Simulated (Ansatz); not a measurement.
The reference is CaF₂ in the fluorite structure (space group Fm-3m, No. 225; a = 5.4391 Å). Axes: x, y, z lie along the cube axes.

Method: r2SCAN (Ansatz, a quantum-chemistry and plane-wave program; PAW; 500 eV plane waves; no SOC).

For the base:

The smallest direct gap is 8.29 eV and the valley order is Γ 8.03 eV; X along ⟨100⟩ 8.79 eV. The volume per atom is 13.41 Å³.

It is then changed as follows: biaxial strain −0.23 %, plane normal [001], relaxed out of plane (Cartesian); in-plane vectors clamped, the third vector and the atoms free.

Q: What happens to the smallest direct gap?

A: The smallest direct gap rises by 0.01 eV, from 8.29 eV to 8.30 eV.

Q: What happens to the valley order?

A: The valley order (the lowest conduction-band minima on the path, energy above the VBM, named in the base's zone) changes from Γ 8.03 eV; X along ⟨100⟩ 8.79 eV to Γ 8.04 eV; X along [001] 8.79 eV; X along [100] 8.79 eV.

Q: What happens to the volume per atom?

A: The volume per atom falls by 0.04 Å³ to 13.37 Å³.

Q: Estimate the effect on the in-plane stress.

A: The mean in-plane stress (compression positive) comes out as +0.4 GPa.

Gaps are Kohn–Sham eigenvalue differences; semilocal functionals usually give less than the measured gap. Stability against distortions was not tested.
